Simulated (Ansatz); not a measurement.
**Effect of Sn → Rh on SnO**

The reference is SnO in the litharge type structure (space group P4/nmm, No. 129; a = 3.793 Å, c = 4.764 Å; layered, stacked along the Cartesian z axis).

Now apply this change: Rh takes the place of Sn on all its sites, then cell and atoms are relaxed.

The values are results of Kohn–Sham DFT with the r2SCAN+rVV10 functional, run in Ansatz (a first-principles code) with PAW and 500 eV plane waves, spin-orbit coupling left out, earlier PAW set, not measurements. Γ-centred 14×14×12 mesh, Fermi–Dirac width 0.05 eV, for the changed cell.

```tsv
quantity	base	changed	shift
volume per atom	17.13 Å³	11.14 Å³	-5.99 Å³
density	6.53 g/cm³	8.86 g/cm³	+2.33 g/cm³
lattice parameter a	3.793 Å	3.386 Å	-0.407 Å
c/a ratio	1.256	1.149	-0.107
space group	P4/nmm (No. 129)	P4/nmm (No. 129)	–
band gap	zero	zero	–
```

Whether these cells are dynamically stable was not tested. As relaxed here, RhO is a hypothetical phase, not in the database extracts checked. Seeded moments were not kept for Sn → Rh. No Hubbard U is applied, and correlation can decide whether such a compound is a metal. The final runs are not spin-polarised. A zero or small gap of SnO can be the functional's error rather than a property of the material.
